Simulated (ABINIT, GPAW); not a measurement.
An ABINIT input for a self-consistent single point of Sr (Fm-3m, 1 atom in the cell) (DFT, PBE, plane waves, norm-conserving pseudopotentials (PseudoDojo nc-sr-05 PBE standard)):

```
# Sr, PseudoDojo nc-sr-05 PBE standard
pp_dirpath "./"
pseudos "Sr.upf"
acell 3*1.0 Angstrom
rprim
         0.0000000000    2.9729330000    2.9729330000
         2.9729330000    0.0000000000    2.9729330000
         2.9729330000    2.9729330000    0.0000000000
natom 1
ntypat 1
znucl 38
typat 1
xred    0.0000000000    0.0000000000    0.0000000000
ecut 925 eV
occopt 3
tsmear 0.00367493
nband 10
kptopt 1
ngkpt 8 8 8
nshiftk 1
shiftk 0 0 0
nstep 50
tolvrs 1.0e-10
prtwf 0
prtden 0
enunit 2
```

Problem. Write the same calculation as an input for GPAW.

Solution. This is the input that was run; spellings and numerical settings could be chosen otherwise.

```python
from ase import Atoms
from ase.units import GPa
from gpaw import GPAW

atoms = Atoms(['Sr'],
              cell=[[0.000000, 2.972933, 2.972933],
                    [2.972933, 0.000000, 2.972933],
                    [2.972933, 2.972933, 0.000000]],
              scaled_positions=[[0.000000, 0.000000, 0.000000]],
              pbc=True)

calc = GPAW(mode={'name': 'pw', 'ecut': 550},
            xc='PBE',
            kpts={'size': (8, 8, 8), 'gamma': True},
            occupations={'name': 'fermi-dirac', 'width': 0.1},
            nbands=-7,
            symmetry={'symmorphic': False, 'tolerance': 0.0005},
            maxiter=120,
            txt='-')

atoms.calc = calc

energy = atoms.get_potential_energy()
print('Energy (eV):', round(energy, 6))
forces = atoms.get_forces()
print('Forces (eV/Ang):')
print(forces.round(5))
stress = atoms.get_stress()
print('Stress (GPa, Voigt):', (stress / GPa).round(4))
```

Basis, cutoffs, solver keys and any potentials are the target program's own. This input uses DFT PBE, plane waves, GPAW PAW datasets PBE (gpaw-data 1.0.1). Both were run: pressure 0.57 GPa in ABINIT and 0.62 in GPAW.

On GPAW: the starting cell comes from a database of computed structures (which also holds hypothetical and non-ambient phases and stackings), without a prior relaxation at this level. For this run, on top of that: lattice scaled by 0.98.

On ABINIT: the starting cell comes from a database of computed structures (which also holds hypothetical and non-ambient phases and stackings), without a prior relaxation at this level. For this run, on top of that: lattice scaled by 0.98.
